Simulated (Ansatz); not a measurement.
We consider BeS (model structure, started from the rocksalt type, Fm-3m, No. 225, 2 atoms in the cell), described by PBE (plane waves, PAW; Ansatz, a program for electronic structure).

Settings: plane-wave cutoff 520 eV, 12×12×12 k mesh, Fermi–Dirac smearing 0.01 eV, scalar-relativistic PAW data made under PBE.

The cell is the one relaxed with PBEsol. Conventional cell: a = 4.5898 Å, b = 4.5898 Å, c = 4.5898 Å, α = 90.00°, β = 90.00°, γ = 90.00°.

```
CELL_PARAMETERS angstrom
      0.00000     2.29492     2.29492
      2.29492     0.00000     2.29492
      2.29492     2.29492     0.00000
ATOMIC_POSITIONS crystal
  S  0.00000 0.00000 0.00000
  Be 0.50000 0.50000 0.50000
```

Q: List the 5 lowest band energies at Γ above −25 eV (eV, relative to the valence band maximum), grouping those that round alike.

A: At Γ: -15.36, -0.32 (×3), 5.61.

Note: the relaxation could raise the start's symmetry but not lower it, so the cell can be a saddle point; cell and atoms aren't relaxed at this level (pressure 2.9 GPa).

A model structure was made by putting elements into a prototype or built by hand; it is no filed structure, need not be a known phase, and can be a saddle point held by its symmetry.
